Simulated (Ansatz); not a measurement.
Results of PBE0 (plane waves, PAW; Ansatz, an electronic-structure program) for AgI (Fm-3m, No. 225, 2 atoms in the cell; start mp-22919; a measured phase of this formula has another space group).

Settings: plane-wave cutoff 460 eV, 8×8×8 k mesh, Fermi–Dirac smearing 0.01 eV, no spin polarisation, scalar-relativistic PAW data made under PBE.

Cell (relaxed with PBEsol):

```yaml
crystal:
  lattice:
    - [0.00000, 2.99262, 2.99262]
    - [2.99262, 0.00000, 2.99262]
    - [2.99262, 2.99262, 0.00000]
  atoms:
    - { symbol: Ag, position: [0.00000, 0.00000, 0.00000] }
    - { symbol: I, position: [0.50000, 0.50000, 0.50000] }
```

Q: Give the computed band gap and smallest direct gap on the k points sampled.

A: 
- band gap: 2.27 eV (on the SCF k mesh)
- smallest direct gap on the k points sampled: 4.38 eV

Note: cell and atoms aren't relaxed at this level (pressure 3.6 GPa).

Spin–orbit coupling is not included; with these elements it can move the gap by several tenths of an eV or more.

Computed values are for the static lattice.

A start named mp-… is a Materials Project structure, which need not be a measured phase.
